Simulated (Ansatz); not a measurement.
Results of PBEsol (plane waves, PAW; Ansatz, a quantum-chemistry and plane-wave program) for TePt (model structure, Cmcm, No. 63, 4 atoms in the cell).

Run with plane-wave cutoff 520 eV, 16×16×14 k mesh (along the axes of the cell as run), Fermi–Dirac smearing 0.05 eV, scalar-relativistic PAW data made under PBE.

Cell (relaxed at this level):

```xyz
4
Lattice="1.9663 -5.2655 0.0000 1.9663 5.2655 0.0000 0.0000 0.0000 3.8946" Properties=species:S:1:pos:R:3 pbc="T T T"
Te     1.9663    -1.5102     0.9736
Pt     1.9663    -4.1940     0.9736
Te     1.9663     1.5102     2.9209
Pt     1.9663     4.1940     2.9209
```

Estimate the bulk modulus B0 that the calculation returns.


bulk modulus B0: 140 GPa

The run finds no gap.

Note: the bulk modulus is −V dP/dV from two relaxed cells at ±2 % in volume; the relaxation could raise the start's symmetry but not lower it, so the cell can be a saddle point.

Spin–orbit coupling is not included; it can open a gap where bands touch, and shift volumes and moduli.

The result took roughly 21 core-minutes.

A model structure was made by putting elements into a prototype or built by hand; it is no filed structure, need not be a known phase, and can be a saddle point held by its symmetry.
